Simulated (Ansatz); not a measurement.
GaP (model structure, started from the BN type, Pm-3n, No. 223, 12 atoms in the cell) was calculated with PBEsol (plane waves, PAW; Ansatz, a program for electronic structure).

Run with plane-wave cutoff 520 eV, 6×6×6 k mesh, Fermi–Dirac smearing 0.01 eV, scalar-relativistic PAW data made under PBE.

Cell (relaxed at this level):

```xyz
12
Lattice="6.7060 0.0000 0.0000 0.0000 6.7060 0.0000 0.0000 0.0000 6.7060" Properties=species:S:1:pos:R:3 pbc="T T T"
Ga     1.6765     0.0000     3.3530
Ga     3.3530     1.6765     0.0000
Ga     3.3530     5.0295     0.0000
Ga     5.0295     0.0000     3.3530
Ga     0.0000     3.3530     5.0295
Ga     0.0000     3.3530     1.6765
P      1.6765     3.3530     0.0000
P      0.0000     1.6765     3.3530
P      0.0000     5.0295     3.3530
P      5.0295     3.3530     0.0000
P      3.3530     0.0000     5.0295
P      3.3530     0.0000     1.6765
```

### Question
Predict the band gap and direct gap at Γ.

### Answer

- band gap = 0.86 eV (on the SCF k mesh)
- direct gap at Γ = 1.04 eV

Note: the relaxation could raise the start's symmetry but not lower it, so the cell can be a saddle point.

Spin–orbit coupling is not included.

Computed values are for the static lattice.

A model structure was made by putting elements into a prototype or built by hand; it is no filed structure, need not be a known phase, and can be a saddle point held by its symmetry.
